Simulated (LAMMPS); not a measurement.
LAMMPS input (classical MD, pair style meam, file MoCoNiVFeAlCr_2nn.meam):

```
units metal
atom_style atomic
atom_modify map array
boundary p p p
read_data cell.data
replicate 6 6 6
pair_style meam
pair_coeff * * library_2nn.meam Mo Co Ni V Fe Al Cr MoCoNiVFeAlCr_2nn.meam Mo Co Ni V Fe Al Cr
mass 1 95.9500
mass 2 58.9332
mass 3 58.6934
mass 4 50.9415
mass 5 55.8450
mass 6 26.9815
mass 7 51.9961
neighbor 1.5 bin
neigh_modify every 1 delay 0 check yes one 6000 page 200000
timestep 0.002
compute xu all property/atom xu yu zu
thermo_style custom step temp pe etotal enthalpy press vol lx ly lz
thermo_modify norm no flush no
thermo 1000
fix br all box/relax aniso 0 vmax 0.001
min_style cg
minimize 0 0.0001 3000 15000
unfix br
velocity all create 200 1913096 dist gaussian mom yes
fix md0 all npt temp 100 100 0.1 aniso 0 0 1.0 drag 1.0
run 5000
unfix md0
fix md0 all npt temp 100 100 0.1 aniso 0 0 1.0
run 15000
unfix md0
change_box all x final 0 21.44439 y final 0 21.44598 z final 0 21.44540 remap units box
fix md0 all nvt temp 100 100 0.1
run 1500
unfix md0
fix md0 all nvt temp 100 100 1.0
run 15000
unfix md0
fix md0 all nve
run 4000
unfix md0
```

cell.data:

```
AlNi3

4 atoms
7 atom types

0 3.570000 xlo xhi
0 3.570000 ylo yhi
0 3.570000 zlo zhi

Masses

1 95.9500 # Mo
2 58.9332 # Co
3 58.6934 # Ni
4 50.9415 # V
5 55.8450 # Fe
6 26.9815 # Al
7 51.9961 # Cr

Atoms # atomic

1 6 0.000000 0.000000 0.000000
2 3 0.000000 1.785000 1.785000
3 3 1.785000 0.000000 1.785000
4 3 1.785000 1.785000 0.000000
```

End of the log (thermodynamic rows thinned):

```
# run of 15000 steps: all nvt temp 100 100 1.0
   Step         temp           pe       etotal        press          vol           lx           ly           lz
  21552      103.129     -3975.74     -3964.23     -277.697      9862.65      21.4444       21.446      21.4454
  22152      101.865     -3975.32     -3963.95     -62.1517      9862.65      21.4444       21.446      21.4454
  22752      106.559     -3974.98      -3963.1      119.891      9862.65      21.4444       21.446      21.4454
  23352      105.772     -3975.08     -3963.28      80.9715      9862.65      21.4444       21.446      21.4454
  23952      99.0058     -3974.79     -3963.75      73.2075      9862.65      21.4444       21.446      21.4454
  24552      95.3137     -3974.61     -3963.98      161.077      9862.65      21.4444       21.446      21.4454
  25152      98.3774     -3975.18      -3964.2     -24.7329      9862.65      21.4444       21.446      21.4454
  25752      99.5983     -3975.35     -3964.24     -172.718      9862.65      21.4444       21.446      21.4454
  26352      103.337     -3975.21     -3963.68     -30.6344      9862.65      21.4444       21.446      21.4454
  26952      99.4806     -3974.41     -3963.31      259.204      9862.65      21.4444       21.446      21.4454
  27552      101.042     -3975.24     -3963.96      -66.222      9862.65      21.4444       21.446      21.4454
  28152      97.9885     -3975.38     -3964.45     -154.339      9862.65      21.4444       21.446      21.4454
  28752      98.0869     -3975.08     -3964.14     -69.3976      9862.65      21.4444       21.446      21.4454
  29352      99.1397     -3974.75     -3963.69      156.035      9862.65      21.4444       21.446      21.4454
  29952       103.53     -3975.12     -3963.57      35.6012      9862.65      21.4444       21.446      21.4454
  30552      101.163     -3975.72     -3964.44     -263.808      9862.65      21.4444       21.446      21.4454
  31152      94.0492     -3975.11     -3964.62     -128.252      9862.65      21.4444       21.446      21.4454
  31752      98.8864     -3974.94     -3963.91      90.4927      9862.65      21.4444       21.446      21.4454
  32352      101.074     -3974.88      -3963.6      112.104      9862.65      21.4444       21.446      21.4454
  32952      101.234     -3975.12     -3963.83     -33.6615      9862.65      21.4444       21.446      21.4454
  33552      98.5198     -3975.63     -3964.64     -333.808      9862.65      21.4444       21.446      21.4454
  34152      98.7598     -3976.02     -3965.01     -410.564      9862.65      21.4444       21.446      21.4454
  34752      97.0735     -3975.35     -3964.52     -151.096      9862.65      21.4444       21.446      21.4454
  35352      99.6218     -3975.06     -3963.95      32.8337      9862.65      21.4444       21.446      21.4454
  35952      102.454     -3975.03      -3963.6      61.8015      9862.65      21.4444       21.446      21.4454
# run of 4000 steps: all nve
   Step         temp           pe       etotal        press          vol           lx           ly           lz
  36504      98.2386     -3974.68     -3963.72      170.145      9862.65      21.4444       21.446      21.4454
  36664      102.171     -3975.12     -3963.72      14.2237      9862.65      21.4444       21.446      21.4454
  36824      100.061     -3974.89     -3963.72      69.9403      9862.65      21.4444       21.446      21.4454
  36984      102.758     -3975.19     -3963.72     -8.30945      9862.65      21.4444       21.446      21.4454
  37144      101.851     -3975.08     -3963.72      12.3961      9862.65      21.4444       21.446      21.4454
  37304      101.626     -3975.06     -3963.72      2.18901      9862.65      21.4444       21.446      21.4454
  37464      103.303     -3975.25     -3963.72     -49.3283      9862.65      21.4444       21.446      21.4454
  37624      102.666     -3975.18     -3963.72     -7.12457      9862.65      21.4444       21.446      21.4454
  37784      101.623     -3975.06     -3963.72      39.1222      9862.65      21.4444       21.446      21.4454
  37944      101.783     -3975.08     -3963.72     -15.9833      9862.65      21.4444       21.446      21.4454
  38104      100.864     -3974.97     -3963.72      42.8404      9862.65      21.4444       21.446      21.4454
  38264      104.275     -3975.36     -3963.72     -51.3921      9862.65      21.4444       21.446      21.4454
  38424       99.714     -3974.85     -3963.72      104.291      9862.65      21.4444       21.446      21.4454
  38584      103.442     -3975.26     -3963.72      -15.276      9862.65      21.4444       21.446      21.4454
  38744      100.984     -3974.99     -3963.72      44.2712      9862.65      21.4444       21.446      21.4454
  38904      98.7639     -3974.74     -3963.72      168.527      9862.65      21.4444       21.446      21.4454
  39064      101.466     -3975.04     -3963.72      56.0531      9862.65      21.4444       21.446      21.4454
  39224      102.684     -3975.18     -3963.72     -31.1779      9862.65      21.4444       21.446      21.4454
  39384      98.6658     -3974.73     -3963.72      197.508      9862.65      21.4444       21.446      21.4454
  39544      101.199     -3975.01     -3963.72      123.695      9862.65      21.4444       21.446      21.4454
  39704      99.9651     -3974.87     -3963.72      122.012      9862.65      21.4444       21.446      21.4454
  39864       100.86     -3974.97     -3963.72      74.7868      9862.65      21.4444       21.446      21.4454
  40024      101.581     -3975.06     -3963.72      83.7996      9862.65      21.4444       21.446      21.4454
  40184      99.9972     -3974.88     -3963.72      117.738      9862.65      21.4444       21.446      21.4454
  40344      102.033     -3975.11     -3963.72      21.5507      9862.65      21.4444       21.446      21.4454
```

```json
{
 "state_found": "crystal; no diffusion seen in 30 ps",
 "density": "7.3847 ± 0.0001 g/cm³",
 "volume_per_atom": "11.4152 ± 0.0001 Å³",
 "enthalpy_per_atom": "-4.5879 ± 0.0001 eV",
 "first peak of g(r), Al-Ni": "2.53 Å, height 22.1",
 "coordination number of Al by Ni": "12.0 (counted to 3.42 Å)"
}
```
